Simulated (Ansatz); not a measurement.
Take NbP in the CsCl type structure (space group Pm-3m, No. 221; a = 3.079 Å; a hypothetical phase, not in the database extracts checked) as the base. Axes: x, y, z lie along the cube axes.

Level of theory: PBEsol (Ansatz, a quantum-chemistry and plane-wave program, PAW, no spin-orbit coupling).

Base values:

- Shortest interatomic distance = 2.667 Å
- Band gap = zero

One thing is altered: a free-standing slab of 7 layers (14 atoms, 2 a layer) is cut normal to [110], with 15 Å of vacuum and the in-plane cell held at bulk.

Q: What does the calculation give for the excess energy per area of both faces, shortest interatomic distance, change of the spacing d12 from its bulk value of 2.177 Å, change of the spacing d23 from its bulk value of 2.177 Å and band gap after the change?

A: The excess energy per area of both faces (slab less bulk energy over the cell's area: twice a surface energy) amounts to 2.9 J/m² (uncertain by up to 0.2 J/m²); the shortest interatomic distance drops by 0.143 Å, from 2.667 Å to 2.524 Å; the change of the spacing d12 from its bulk value of 2.177 Å comes out as -5.8 %; the change of the spacing d23 from its bulk value of 2.177 Å is +4.1 %; the band gap remains zero.

The excess energy carries the mismatch between the slab's and the bulk's meshes. Stability against distortions was not tested. The final runs are not spin-polarised.
